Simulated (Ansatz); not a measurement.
Surface energy of faces of bcc V in PBE and in LDA, in Ansatz (plane waves, PAW). Symmetric slabs relaxed with PBE from ideal cuts in 1x1 cells (the lowest computed cut and spin start of each face; real faces may reconstruct in larger cells); LDA values are single points on them, with the bulk at the same level. No spin-orbit coupling, no U.

```csv
face,PBE (J/m²),LDA (J/m²)
(100),2.41,2.77
(110),2.44,2.75
(111),2.71,2.97
(210),2.52,2.88
(211),2.71,3.01
(221),2.67,2.99
(310),2.49,?
(311),2.68,3.02
(320),2.51,2.84
```

Question: Fit a straight line y = a·x + b by least squares to the 8 complete rows (x: PBE (J/m²); y: LDA (J/m²)).

Answer: the means are x̄ = 2.5812 and ȳ = 2.9037; Σ(x − x̄)² = 0.10889 and Σ(x − x̄)(y − ȳ) = 0.091963, so a = 0.845 and b = ȳ − a·x̄ = 0.724. The largest residual is 0.042.

Question: What does the line predict for the withheld row, (310), and what did the calculation give?

Answer: the line gives 2.83; the calculation gave 2.87, a miss of 0.04, of the size of the fitted rows' scatter and rounding.

Ansatz is a program for electronic structure.
